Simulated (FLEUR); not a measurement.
Input and output of a self-consistent single point for LaGe2Pd2 (I4/mmm, 5 atoms in the cell) (FLEUR).

Computed with FLEUR with PBEsol, all-electron FLAPW (FLEUR), scalar-relativistic valence.

```
La(GePd)2
1.0
   -2.19478     2.19478     5.05204
    2.19478    -2.19478     5.05204
    2.19478     2.19478    -5.05204
La Ge Pd
1 2 2
Cartesian
  0.00000   0.00000   0.00000
  0.00000   0.00000   6.30626
  0.00000   0.00000   3.79782
  2.19478   0.00000   2.52602
  0.00000   2.19478   2.52602
```

Reference input (self-consistent single point, DFT, PBEsol, all-electron FLAPW (FLEUR), scalar-relativistic valence): Kmax = 3.8 1/bohr; GmaxXC = 13.3 1/bohr; xcFunctional = PBEs; jspins = 1; l_soc = F; mode = hist; fermiSmearingEnergy = 0.00367493 Htr; mesh (inpgen div1-3) = 7 7 7; inpgen gamma flag = false; Gmax = 13.3 1/bohr; numbands = 0; maxIterBroyd = 15. This run's input differs from it in these lines:

```diff
@@ -18,3 +18,3 @@
 &exco xctyp='PBEs' /
-&kpt div1=7 div2=7 div3=7 /
+&kpt div1=6 div2=6 div3=6 gamma=t /
 &end /
```

Output (repeated stretches shortened):

```
 Iteration:     1   Distance:      10.10274978 me/bohr^3
 Iteration:     2   Distance:       8.03088854 me/bohr^3
 Iteration:     3   Distance:       3.76760923 me/bohr^3
 Iteration:     4   Distance:       2.74233405 me/bohr^3
 Iteration:     5   Distance:       1.97709682 me/bohr^3
   [... 11 lines left out ...]
 Iteration:    17   Distance:       0.00015425 me/bohr^3
 Iteration:    18   Distance:       0.00007327 me/bohr^3
 Iteration:    19   Distance:       0.00001454 me/bohr^3
 Iteration:    20   Distance:       0.00000694 me/bohr^3
 Reset of history
 Run finished successfully
 Stop message:
   Structural relaxation: new displacements generated

[file out, last iteration]
             iter=     21
[...]
          total density-effective poten   -3.7570240571E+04
          total charge density-energy d   -6.4079848095E+02
 Updated energy parameters for spin:           1
[...]
 fermi energy and band-weighting factors:

[...]
FERMIE:
          first approx. to ef    (T=0)  :   0.385722 htr   (energy of the highest occ. eigenvalue)
          number of occ. states  (T=0)  :       1064
          first approx. to seigv (T=0)  : -22.824953 htr
          sum of weights of occ. states :  35.500000
          sum of semicore charge        :   0.000000 e
FERHIS:  Fermi-Energy by histogram:
          bandgap                     :   0.001011 htr
   [... lines left out ...]
          charge neutrality (T=0)     :   0.000000    (zero if the highest occ. eigenvalue is "entirely" occupied)
     EF_NEWTON:  Adjust Fermi-Energy by Newton-Method.
 Direct bandgap for spin            1 :    1.3198635426575178E-002  Htr
 ---->    free energy=                    -22778.9067676712 htr
   [... lines left out ...]
 TOTAL FORCE FOR ATOM TYPE=  1  X=  0.000   Y=  0.000   Z=  0.000
                       FX_TOT= 0.000000 FY_TOT= 0.000000 FZ_TOT= 0.000000
 TOTAL FORCE FOR ATOM TYPE=  2  X=  0.000   Y=  0.000   Z= -7.177
                       FX_TOT= 0.000000 FY_TOT= 0.000000 FZ_TOT= 0.003308
 TOTAL FORCE FOR ATOM TYPE=  3  X=  0.000   Y=  4.148   Z= -4.773
                       FX_TOT= 0.000000 FY_TOT= 0.000000 FZ_TOT= 0.000000
```

The run converged in 20 iterations. FLEUR gives forces in its relaxation mode, with a further iteration, so its stop message speaks of a relaxation. 

The starting cell comes from a database of computed structures (which also holds hypothetical and non-ambient phases and stackings), without a prior relaxation at this level. Spin polarisation is off. Values depend on the basis (sphere radii, cutoffs, local orbitals), which need not be converged. The log's line on a gap gives a spacing of levels on this mesh, which the program prints for metals too.

These are the values that this program gave, and no reference: the default basis lacks the next d shell.

Cost on one core of a shared machine: roughly 4 min.
